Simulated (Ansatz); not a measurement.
# GaAs (F-43m): band-edge transport data

Input:

```
CELL_PARAMETERS angstrom
      0.00000     2.82956     2.82956
      2.82956     0.00000     2.82956
      2.82956     2.82956     0.00000
ATOMIC_POSITIONS crystal
  Ga 0.00000 0.00000 0.00000
  As 0.25000 0.25000 0.25000
```

Computed with r2SCAN, rigid bands (plane waves, PAW, scalar-relativistic; Ansatz, a quantum-chemistry and plane-wave program). Condition of this run: functional r2SCAN on the same cell. How the cell was made: cell and atoms relaxed with PBEsol.

- band gap: 1.00 eV
- electron conductivity mass (300 K, dilute): 0.060 mₑ
- effective density of states N_c (300 K): 3.5e17 cm⁻³
- density-of-states mass, electrons: 0.058 mₑ
- Seebeck coefficient, n-type 1e19 cm⁻³, 300 K: -46 μV/K

Rigid bands; masses and Seebeck coefficients take one relaxation time τ for all states and one kind of carrier; polarons and phonon drag are left out. Spin-orbit coupling is left out. Geometry: cell and atoms relaxed with PBEsol.
